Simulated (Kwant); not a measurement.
Model system: stadium cavity between two wires in a GaN two-dimensional gas. Effective mass 0.22 mₑ, grid spacing 5 nm, hard walls, nominal width 60 nm (11 grid rows, so walls 60 nm apart), one parabolic valley, scattering region 380 nm long along x; energies count from the band bottom; Fermi energy swept from 0.00037983 to 0.0056974 eV. Cavity of radius 80 nm, straight part 80 nm, centre moved sideways by 32 nm.

The device is made up for the run: typed textbook-type constants, with dimensions and the other settings drawn at random.

Kwant, effective-mass tight-binding model on a square grid, one spin, coherent transport at 0 K. Conductance is in e²/h.

Problem. How many channels do the leads carry at E = 2.17, 3.69 meV?

Solution. The hard-wall thresholds are n² ħ²π²/(2mW²) = n² × 0.475 meV with W = 60 nm. √(2.17/0.475) = 2.14, so 2. √(3.69/0.475) = 2.79, so 2.
